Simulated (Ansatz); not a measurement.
Results of r²SCAN (plane waves, PAW; Ansatz, a program for electronic structure) for (NH4)2SiF6 (model structure, started from the SnH8(NCl3)2 type, Fm-3m, No. 225, 17 atoms in the cell).

Run with plane-wave cutoff 560 eV, 8×8×8 k mesh, Fermi–Dirac smearing 0.01 eV, scalar-relativistic PAW data made under PBE.

Cell (relaxed with PBE-D3(BJ)):

```
F6H8N2Si
1.0
    0.00000     4.11678     4.11678
    4.11678     0.00000     4.11678
    4.11678     4.11678     0.00000
Si H N F
1 8 2 6
Direct
  0.00000   0.00000   0.00000
  0.32197   0.03410   0.32197
  0.67803   0.96590   0.67803
  0.67803   0.67803   0.67803
  0.32197   0.32197   0.32197
  0.03410   0.32197   0.32197
  0.96590   0.67803   0.67803
  0.67803   0.67803   0.96590
  0.32197   0.32197   0.03410
  0.25000   0.25000   0.25000
  0.75000   0.75000   0.75000
  0.20900   0.79100   0.20900
  0.79100   0.20900   0.79100
  0.20900   0.79100   0.79100
  0.79100   0.20900   0.20900
  0.20900   0.20900   0.79100
  0.79100   0.79100   0.20900
```

Predict the band gap.


* **band gap**: 7.42 eV (direct)

Note: the relaxation could raise the start's symmetry but not lower it, so the cell can be a saddle point; cell and atoms aren't relaxed at this level (largest force component 0.48 eV/Å, pressure -3.5 GPa).

The computed numbers hold no vibrational or temperature effects.

The result took about 26 core-seconds (a rough figure).

A model structure was made by putting elements into a prototype or built by hand; it is no filed structure, need not be a known phase, and can be a saddle point held by its symmetry.
